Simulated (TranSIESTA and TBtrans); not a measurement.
Run with TranSIESTA and TBtrans (open boundaries, self-consistent; PseudoDojo norm-conserving potentials, scalar-relativistic): PAO.BasisSize DZP, PAO.EnergyShift 0.15 eV, XC.Authors PBE, Mesh.Cutoff 200 Ry, ElectronicTemperature 300 K, TS.Voltage 0.0 eV, TBT.Elecs.Eta 0.001 eV, no spin polarisation.

System: Ge chain with one bond stretched by 0.3 Å. Leads: straight Ge chain, spacing 2.4 Å. Geometry: as built, not relaxed.

Task: Give the largest eigenchannel transmissions at the Fermi level (four at most) and the total.

Result: 0.94, 0.93, 0.93; total 2.80. The straight chain is held at its spacing; free chains may zigzag or dimerise. No spin-polarised start was tried, so a magnetic state, if there is one, is missed.
